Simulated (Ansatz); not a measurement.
**TiAl under a change: uniaxial strain ε_zz = +0.50 %**

Base system: TiAl (space group P4/mmm, No. 123; a = 2.8241 Å, c = 4.0748 Å; relaxed with 0.1 eV smearing). Axes: x, y, z lie along a, b, c of the conventional cell.

Modification: the cell is stretched by 0.50 % along z with no lateral relaxation; the atoms relax in the strained cell.

The values are results of Kohn–Sham DFT with the PBE functional, run in Ansatz (a first-principles code) with PAW and 420 eV plane waves, no SOC, not measurements. Γ-centred 20×20×14 mesh, Fermi–Dirac width 0.1 eV.

Volume per atom: 16.33 Å³ (base 16.25 Å³)
Space group: P4/mmm (No. 123) (base P4/mmm (No. 123))
Shortest interatomic distance: 282.4 pm (base 282.4 pm)
Energy relative to the base (free energy F): +0.2 meV/atom
Pressure (mean of the normal stresses, compression positive): -0.6 GPa (base 0.0 GPa)
Band gap: zero (base zero)
Stress (xx, yy, zz, yz, xz, xy; compression positive): (-0.4, -0.4, -0.8, 0.0, 0.0, 0.0) GPa

Final structure:

```
TiAl
1.0
    2.82407     0.00000     0.00000
    0.00000     2.82407     0.00000
    0.00000     0.00000     4.09513
Ti Al
1 1
Direct
  0.00000   0.00000   0.00000
  0.50000   0.50000   0.50000
```

Stability against distortions was not tested. The final runs are not spin-polarised.
